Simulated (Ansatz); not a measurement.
Levels about the gap of amorphous Si$_{48}$O$_{94}$ (142 atoms in a cell of 2118 Å³, 2.24 g/cm³; zone centre alone, so wide bands show as single levels with stretches between that a denser mesh fills), at the geometry that PBE relaxed, where it gives 0.0 GPa on a denser mesh. The participation number counts the atoms over which a state spreads; weights are charges in smoothed Voronoi cells. The levels come from a single point, so bond lengths are those of that geometry. Method of the levels: PBE, scalar-relativistic without spin-orbit coupling (Ansatz, a first-principles code). Sampling: the zone centre alone; Fermi-Dirac width 0.02 eV; no spin polarisation. The usual formal charges leave 4 electrons over, so the level spacing at the Fermi energy parts defect or band states and needn't be the band gap. At PBE the levels at the filled edge of the gap are localised (band-tail or defect states).

The cell was made by melting and quenching with the CHGNet potential and then relaxed with DFT. O atoms were pushed apart under 1.9 Å during the dynamics, to hinder bonds among them. The hot cell started wider than the set density and was brought back towards it in steps. It is the lowest in DFT energy of 4 quenches. It is a model cell: composition and starting density were chosen by hand, and all elements were melted together. No dispersion term was used. Its density started from a set value of 2.23 and ended at 2.24 g/cm³. Cooling (nominally 290 K/ps over its main leg) ran many orders faster than in experiment, which tends to leave more defects and strain. One small periodic cell is one sample of the glass; other quenches scatter about these values. Volume and shape were free in the relaxation.

```tsv
E - E(highest filled), eV	filling	participation number	largest on	weight O	weight Si
-3.61	filled	12.8	O, 2 neighbours	0.96	0.04
-3.51	filled	7.0	O, 2 neighbours	0.89	0.11
-3.34	filled	6.8	Si, 2 neighbours	0.62	0.38
-3.14	filled	4.1	O, 2 neighbours	0.91	0.09
0.00	filled	3.5	Si, 2 neighbours	0.28	0.72
1.68	empty	28.7	Si, 2 neighbours	0.60	0.40
1.76	empty	4.6	Si, 2 neighbours	0.42	0.58
2.61	empty	47.1	Si, 4 neighbours	0.64	0.36
2.86	empty	58.6	Si, 4 neighbours	0.66	0.34
2.99	empty	81.6	Si, 2 neighbours	0.68	0.32
3.05	empty	72.5	O, 2 neighbours	0.68	0.32
3.16	empty	60.9	O, 2 neighbours	0.69	0.31
```

Most localised among these is the filled level at +0.00 eV, on a Si atom, which has 2 neighbours (O 1.72 Å, Si 2.45 Å).
